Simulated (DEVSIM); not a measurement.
Device: illuminated Si n-on-p cell, one wavelength, with a back-surface field, at 250 K.

| layer (left to right) | material | thickness (μm) | Nd (cm⁻³) | Na (cm⁻³) | τn (s) | τp (s) | absorption coefficient (cm⁻¹) |
|---|---|---|---|---|---|---|---|
| 1 | Si | 0.0910 | 7.6e17 | - | 8.7e-6 | 2.2e-6 | 1400 |
| 2 | Si | 130 | - | 1.3e15 | 1.7e-5 | 1.7e-5 | 1400 |
| 3 | Si | 0.120 | - | 1.3e18 | 1.7e-5 | 1.7e-5 | 1400 |

Left contact: ohmic, minority hole recombination velocity 6e6 cm/s. Right contact: ohmic, minority electron recombination velocity 2e6 cm/s. Voltage is applied to the left contact. Recombination: SRH at mid-gap, radiative, Auger. Light enters at the left, 2.9e16 photons cm⁻² s⁻¹, one pass, no reflection. Mobility is constant in doping.

Constants are typed, rounded textbook-type inputs, not results; the design itself was drawn at random and stands for no fabricated device. Values at 300 K; Nc and Nv go as T^1.5, mobilities as T to minus their exponent, the gap by Varshni's rule with the affinity fixed.

| parameter | Si |
|---|---|
| gap (eV) | 1.124 |
| affinity (eV) | 4.05 |
| permittivity | 11.7 |
| Nc (cm⁻³) | 2.86e19 |
| Nv (cm⁻³) | 3.1e19 |
| μn (cm²/Vs) | 1417 |
| μp (cm²/Vs) | 470 |
| T exponent of μn | 2.3 |
| T exponent of μp | 2.2 |
| B (cm³/s) | 4.7e-15 |
| Cn (cm⁶/s) | 2.8e-31 |
| Cp (cm⁶/s) | 9.9e-32 |
| Varshni α (eV/K) | 0.000473 |
| Varshni β (K) | 636 |

Simulated with DEVSIM: 1D drift-diffusion, Boltzmann statistics, complete ionisation; no tunnelling, impact ionisation, image-force lowering or self-heating.

Task: Tabulate band edges, carrier densities and field at -0.9 V on the left contact, in the dark.

Result: Energies count from the Fermi level of the right contact; mesh points crowd at the junctions.

```csv
x (μm),Ec (eV),Ev (eV),n (cm⁻³),p (cm⁻³),field (V/cm)
0.000,0.972,-0.164,7.6e17,8.6e12,≈ 0
0.02844,0.972,-0.164,7.6e17,1.8e13,≈ 0
0.06526,0.972,-0.164,7.6e17,3.1e13,150
0.09200,0.998,-0.138,2.3e17,1.3e14,39000
0.1556,1.070,-0.066,8.2e15,3.7e15,3200
0.2935,1.081,-0.055,4.9e15,6.1e15,55
0.6460,1.081,-0.056,4.9e15,6.2e15,-11
2.119,1.079,-0.057,4.9e15,6.2e15,-11
5.311,1.075,-0.061,5.0e15,6.3e15,-11
14.03,1.066,-0.070,5.2e15,6.5e15,-11
35.76,1.044,-0.092,5.8e15,7.1e15,≈ 0
96.27,0.993,-0.143,8.0e15,9.3e15,≈ 0
116.9,0.979,-0.157,8.9e15,1.0e16,≈ 0
124.9,0.974,-0.162,9.3e15,1.1e16,≈ 0
128.7,0.971,-0.165,9.4e15,1.1e16,≈ 0
129.5,0.971,-0.165,9.5e15,1.1e16,≈ 0
129.9,0.971,-0.165,9.5e15,1.1e16,≈ 0
130.0,0.976,-0.160,7.3e15,1.4e16,2100
130.1,1.051,-0.085,2.3e14,4.5e17,53000
130.1,1.074,-0.062,7.3e13,1.3e18,12
130.2,1.074,-0.062,6.2e13,1.3e18,≈ 0
130.2,1.074,-0.062,5.2e13,1.3e18,≈ 0
```
